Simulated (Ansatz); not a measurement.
Structures of equal composition on the (100) surface of fcc Cu: a layer of Sn in place of the second plane; a layer of Sn in place of the third plane. The slabs share one bottom face, and each structure is named by its start. These are constructed structures in small cells; real faces may alloy, dewet or reconstruct in larger ones, and not all known structures of the face are among them. Slabs of about 9 Å with all that they carry, Fermi-Dirac smearing of 0.1 eV. Bottom of the slabs: a bare face, its two planes held. Relaxed from the named starts with such symmetry as they have, on meshes of like density; energies extrapolated to zero smearing; no spin-orbit coupling, no U. Spin-polarised runs, if any, are marked in brackets, and their order is one that fits the cell; the others ran without spin.

Level of theory: PBE (plane waves to 420 eV, PAW; Ansatz, a first-principles code).

Problem. Rank these by energy per 1x1 cell (lowest first), as PBE gives it.

Solution. a layer of Sn in place of the second plane (0.000 eV), a layer of Sn in place of the third plane (0.063 eV)
